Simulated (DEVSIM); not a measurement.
System: TaN/La2O3/SiO2/n-Si capacitor, at 400 K.

Layer 1 from the left is La2O3, thickness (nm) 15.0. Layer 2 from the left is SiO2, thickness (nm) 0.700. Layer 3 from the left is Si, thickness (nm) 5800, Nd (cm⁻³) 9.8e15.

Metal gate on the left, work function 4.4 eV. Fixed charge at the semiconductor interface -3.4e11 cm⁻² (in units of +e); no interface traps.

This is a model device: material constants are rounded textbook-type values typed into the input, and sizes, dopings and lifetimes were drawn at random. Values at 300 K; Nc and Nv go as T^1.5, mobilities as T to minus their exponent, the gap by Varshni's rule with the affinity fixed.

La2O3: gap (eV) 5.8, affinity (eV) 1.8, permittivity 27. SiO2: gap (eV) 9, affinity (eV) 0.9, permittivity 3.9. Si: gap (eV) 1.124, affinity (eV) 4.05, permittivity 11.7, Nc (cm⁻³) 2.86e19, Nv (cm⁻³) 3.1e19, Varshni α (eV/K) 0.000473, Varshni β (K) 636.

Task: Estimate by hand the flat-band voltage, the threshold voltage, and compare with a numerical solution.

Result: 
- Flat-band voltage: C = 1.20 μF/cm², work-function difference 0.060 V; VFB = φms − qNf/C = 0.11 V; numerical 0.11 V.
- Threshold voltage: φF = 0.257 V, depletion charge √(4εqNφF) = 4.09e-8 C/cm²; VT = VFB − 2φF − Qd/C = -0.44 V; numerical -0.44 V.

Model (solved in DEVSIM): 1D Poisson equation in equilibrium, Boltzmann statistics, complete ionisation; no quantum confinement or tunnelling. Metal contacts follow the ideal Schottky-Mott rule: no Fermi-level pinning, no interface dipoles.
